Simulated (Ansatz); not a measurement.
A computed series for TiSi2: response to strain

Consider TiSi2 (space group Fddd, No. 70; a = 4.780 Å, b = 8.232 Å, c = 8.522 Å). Axes: x, y, z lie along a, b, c of the conventional cell.

Strains are applied to the cell and any free atomic positions relax; under biaxial strain the out-of-plane vector relaxes too; under stress the whole cell relaxes.

Calculations: Ansatz (a quantum-chemistry and plane-wave program), r2SCAN, PAW, cutoff 500 eV, scalar-relativistic without spin-orbit coupling, earlier PAW set.

Notes on the quantities. energy relative to the base: free energy F.

| case | energy relative to the base | shortest interatomic distance |
|---|---|---|
| base | 0 meV/atom | 4.761 bohr |
| biaxial strain −2.91 %, plane normal [001], relaxed out of plane | +28 meV/atom | 4.747 bohr |
| biaxial strain −0.52 %, plane normal [001], relaxed out of plane | +0.8 meV/atom | 4.759 bohr |
| isotropic strain +4.09 % | +86 meV/atom | 4.941 bohr |
| uniaxial strain ε_yy = −1.61 % | ? | ? |
| uniaxial strain ε_zz = −0.66 % | +0.8 meV/atom | 4.741 bohr |
| uniaxial strain ε_zz = +1.07 % | +2.0 meV/atom | 4.794 bohr |
| tensor shear ε_xz = +3.30 % | +21 meV/atom | 4.694 bohr |
| uniaxial stress, 2 GPa tension along x | +0.6 meV/atom | 4.765 bohr |
| tensor shear ε_xz = +1.26 % | +3.1 meV/atom | 4.734 bohr |

Question: Some entries are withheld; estimate them.

Answer: 
- uniaxial strain ε_yy = −1.61 %, energy relative to the base: +3.9 meV/atom
- uniaxial strain ε_yy = −1.61 %, shortest interatomic distance: 4.757 bohr

Without a gap, meshes like the base's 13×13×13 leave anisotropic stresses uncertain by several tenths of a GPa, and small strain energies with them. Beyond what the load breaks, stability against distortions was not tested. All final runs are without spin polarisation.
